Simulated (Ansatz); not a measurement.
Consider HgSe in the zinc blende structure (space group F-43m, No. 216).

```xyz
2
Lattice="0.0000 3.0667 3.0667 3.0667 0.0000 3.0667 3.0667 3.0667 0.0000" Properties=species:S:1:pos:R:3 pbc="T T T"
Se     1.5333     1.5333     1.5333
Hg     0.0000     0.0000     0.0000
```

Cartesian axes are those of the cell as printed.

Calculations: DFT with PBEsol, PAW potentials and a 420 eV plane-wave cutoff in Ansatz (a quantum-chemistry and plane-wave program), no spin-orbit coupling.

Before the change:

* **Volume per atom**: 28.84 Å³

Modification: tensile biaxial strain of 2.82 % in the plane normal to [001], as in epitaxy on a mismatched substrate; the out-of-plane cell vector and the atoms relax.

Problem. Predict the new energy relative to the base.

Solution. The energy goes up by 5.1 meV/atom.

Problem. Estimate the effect on the volume per atom.

Solution. The volume per atom increases by 0.31 Å³ to 29.15 Å³.

No phonon test of stability was made. The final runs are not spin-polarised.
